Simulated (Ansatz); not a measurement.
# CuI under a change: Cu on a I site (antisite), symmetric start

Consider a 24-atom supercell of CuI in the zinc blende structure (space group F-43m, No. 216; a = 5.9390 Å) at its relaxed geometry.

It is then changed as follows: a neutral Cu on a I site (antisite), symmetric start, atoms relaxed at fixed cell.

Computed with PBEsol/PAW in Ansatz (a program for electronic structure), spin-orbit coupling left out, earlier PAW set. Settings: 4×3×4 k-points, 0.01 eV Fermi–Dirac smearing.

| quantity | base | changed | shift |
|---|---|---|---|
| pressure | 0.0 GPa | -1.3 GPa | -1.3 GPa |
| gap of the supercell | 1.17 eV | 1.07 eV | -0.10 eV |
| total moment of the cell | – | 0.0 μB | – |
| largest displacement of a host atom from its site in the perfect cell | – | 0.37 Å | – |
| shift of the substituted atom off its lattice site | – | 0.16 Å | – |

The magnetic state is the one reached from the starting moments; the real material's order can differ, and small cells can't hold many antiferromagnetic ones. In so small a cell the defect repeats every few ångströms: this is an ordered compound, not a dilute defect. The defect started on the symmetric site and kept its symmetry, so it may sit on a saddle. Spin-orbit coupling, missing from the scalar runs, can matter with I. Seeded moments were not kept for Cu on a I site (antisite). Spin-polarised in the final run: Cu on a I site (antisite); the other runs are not. The defect cell is spin-polarised and ends with 0.0 μB.
